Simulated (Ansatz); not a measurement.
**A computed series for hypothetical zinc blende BiB: element substitutions**

The parent structure is BiB in the zinc blende structure (space group F-43m, No. 216; a = 5.4905 Å; a hypothetical phase, not in the database extracts checked).

Each row replaces one element on all its sites; cell and atoms are relaxed.

Level of theory: Ansatz (a first-principles code), r2SCAN, PAW, cutoff 500 eV, no spin-orbit coupling.

```json
[
 {"change": "base", "shortest interatomic distance": "2.377 Å", "density": "8.82 g/cm³"},
 {"change": "Bi → Cr", "shortest interatomic distance": "1.979 Å", "density": "4.37 g/cm³"},
 {"change": "B → Ir", "shortest interatomic distance": "?", "density": "11.89 g/cm³"},
 {"change": "B → In", "shortest interatomic distance": "?", "density": "?"}
]
```

What belongs in the blanks?


- B → Ir, shortest interatomic distance: 2.630 Å
- B → In, shortest interatomic distance: 2.926 Å
- B → In, density: 6.97 g/cm³

The magnetic state is the one reached from the starting moments; the real material's order can differ, and small cells can't hold many antiferromagnetic ones. Whether these cells are dynamically stable was not tested. As relaxed here, CrB and BiIr are hypothetical phases, not in the database extracts checked. For InBi in this form, whether it has been made was not checked. Spin-polarised in the final run: CrB; the other runs are not.
